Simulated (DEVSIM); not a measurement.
Device: Schottky contact on n-type Ge, at 250 K.

Layer 1 from the left is Ge, thickness (μm) 9.60, Nd (cm⁻³) 1.2e17, τn (s) 1.8e-7, τp (s) 1.8e-7.

Left contact: Schottky, work function 4.29 eV, emission velocity 7.4e6 cm/s. Right contact: ohmic. Voltage is applied to the left contact. Recombination: SRH at mid-gap. Mobility is constant in doping.

Constants are typed, rounded textbook-type inputs, not results; the design itself was drawn at random and stands for no fabricated device. Values at 300 K; Nc and Nv go as T^1.5, mobilities as T to minus their exponent, the gap by Varshni's rule with the affinity fixed.

Ge: gap (eV) 0.664, affinity (eV) 4, permittivity 16, Nc (cm⁻³) 1.04e19, Nv (cm⁻³) 6e18, μn (cm²/Vs) 3900, μp (cm²/Vs) 1900, T exponent of μn 1.66, T exponent of μp 2.33, Varshni α (eV/K) 0.000477, Varshni β (K) 235.

**Question.** Estimate by hand the built-in potential, the peak field at zero bias, and compare with a numerical solution.

**Answer.** 
- Built-in potential: barrier φB = 0.290 eV; Vbi = φB − kT/q ln(N_band/N) = 0.200 V; numerical 0.200 V.
- Peak field at zero bias: depletion approximation: W = √(2εVbi/(qN)) = 0.0543 μm with N = 1.20e17 cm⁻³; field = 2Vbi/W = 73600 V/cm; numerical 68900 V/cm (estimate above by 6.9 %).

DEVSIM, 1D drift-diffusion, Boltzmann statistics, complete ionisation; no tunnelling, impact ionisation, image-force lowering or self-heating. Metal contacts follow the ideal Schottky-Mott rule: no Fermi-level pinning, no interface dipoles.
